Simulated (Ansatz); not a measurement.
Base system: TlBr in the CsCl type structure (space group Pm-3m, No. 221; a = 3.915 Å). Axes: x, y, z lie along the cube axes.

Computed with PBEsol (Ansatz, a first-principles code, PAW, no SOC).

Strains are applied to the cell and any free atomic positions relax.

One change was made to it. Results:

| quantity | base | after |
|---|---|---|
| band gap | 1.59 eV | 1.51 eV |
| energy relative to the base (free energy F) | 0 meV/atom | +0.4 meV/atom |
| electron mass | 0.14 mₑ along k, 0.20 mₑ across (at X) | 0.13 mₑ along k, 0.20 mₑ across (at X) |

Problem. Name the change that was made.
(A) uniaxial strain ε_zz = +1.50 %
(B) uniaxial strain ε_zz = −2.50 %
(C) uniaxial strain ε_zz = −2.00 %
(D) uniaxial strain ε_zz = −1.00 %

Solution. D, uniaxial strain ε_zz = −1.00 %. For comparison, the band gap in the other runs: uniaxial strain ε_zz = −2.00 % gives 1.43 eV; uniaxial strain ε_zz = +1.50 % gives 1.57 eV; uniaxial strain ε_zz = −2.50 % gives 1.38 eV.

Spin-orbit coupling, missing from the scalar runs, can matter with Tl. Effective masses come from finite differences of ±0.01 Å⁻¹. Along k means along the line from Γ to the band edge. Whether these cells are dynamically stable was not tested.
